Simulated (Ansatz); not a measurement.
Base system: Co in the hcp (Mg type) structure (space group P6_3/mmc, No. 194; a = 2.4939 Å, c = 4.0318 Å; ferromagnetic).

All numbers come from plane-wave PAW DFT at the PBE level (Ansatz, a program for electronic structure, 420 eV), without spin-orbit coupling.

One change was made to it. Results:

The band gap stays zero; the lattice parameter a shrinks by 0.006 Å (2.494 Å → 2.488 Å); the largest site moment stays essentially unchanged (1.69 μB against 1.68 μB).

Q: Which change produced these results?
A) pressure 5 GPa
B) pressure 1.5 GPa
C) pressure −2 GPa

A: B, pressure 1.5 GPa. For comparison, the lattice parameter a in the other runs: pressure 5 GPa gives 2.475 Å; pressure −2 GPa gives 2.502 Å.

Other magnetic orders, which the real material may have, were not ruled out. Load acts through the strain it causes; cell and atoms are relaxed under it. No phonon test of stability was made. Competing high-pressure phases were not computed.
